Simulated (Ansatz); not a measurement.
Base system: AlN in the zinc blende structure (space group F-43m, No. 216).

```xyz
2
Lattice="0.0000 2.2016 2.2016 2.2016 0.0000 2.2016 2.2016 2.2016 0.0000" Properties=species:S:1:pos:R:3 pbc="T T T"
Al     0.0000     0.0000     0.0000
N      1.1008     1.1008     1.1008
```

The values are results of plane-wave PAW DFT at the PBE level (Ansatz, an electronic-structure program, 420 eV), no SOC, not measurements.

```csv
level,band gap
PBE,3.31 eV
```

Measured: band gap 5.34 eV (temperature not stated; as listed in Daiki Deguchi et al., Japanese Journal of Applied Physics (2016)).

Computed minus measured — band gap: PBE -2.03 eV. Measured values not marked as corrected hold thermal and zero-point effects that the static-lattice runs lack. A measured gap can be an optical one, lowered by exciton binding.

Stability against distortions was not tested. This is not the structure that AlN has at room temperature and ambient pressure.
